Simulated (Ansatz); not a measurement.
CdSe2 (Pa-3, No. 205, 12 atoms in the cell; start mp-1095493), treated with r²SCAN+SOC (Ansatz, a first-principles code, plane waves, PAW).

Settings: plane-wave cutoff 560 eV, 4×4×4 k mesh, Fermi–Dirac smearing 0.01 eV, PAW data made under PBE.

Cell (relaxed with PBEsol):

```yaml
crystal:
  lattice:
    - [6.60479, 0.00000, 0.00000]
    - [0.00000, 6.60479, 0.00000]
    - [0.00000, 0.00000, 6.60479]
  atoms:
    - { symbol: Cd, position: [0.50000, 0.50000, 0.00000] }
    - { symbol: Cd, position: [0.00000, 0.50000, 0.50000] }
    - { symbol: Cd, position: [0.00000, 0.00000, 0.00000] }
    - { symbol: Cd, position: [0.50000, 0.00000, 0.50000] }
    - { symbol: Se, position: [0.10392, 0.89608, 0.39608] }
    - { symbol: Se, position: [0.89608, 0.10392, 0.60392] }
    - { symbol: Se, position: [0.39608, 0.10392, 0.89608] }
    - { symbol: Se, position: [0.60392, 0.89608, 0.10392] }
    - { symbol: Se, position: [0.60392, 0.60392, 0.60392] }
    - { symbol: Se, position: [0.39608, 0.39608, 0.39608] }
    - { symbol: Se, position: [0.89608, 0.39608, 0.10392] }
    - { symbol: Se, position: [0.10392, 0.60392, 0.89608] }
```

**Question.** What does this level give for the band gap, smallest direct gap on the k points sampled and direct gap at Γ?

**Answer.** 
* **band gap**: 1.01 eV (indirect)
* **smallest direct gap on the k points sampled**: 1.24 eV
* **direct gap at Γ**: 1.39 eV

Note: cell and atoms aren't relaxed at this level (largest force component 0.09 eV/Å, pressure 1.9 GPa).

The computed numbers hold no vibrational or temperature effects.

A start named mp-… is a Materials Project structure, which need not be a measured phase.
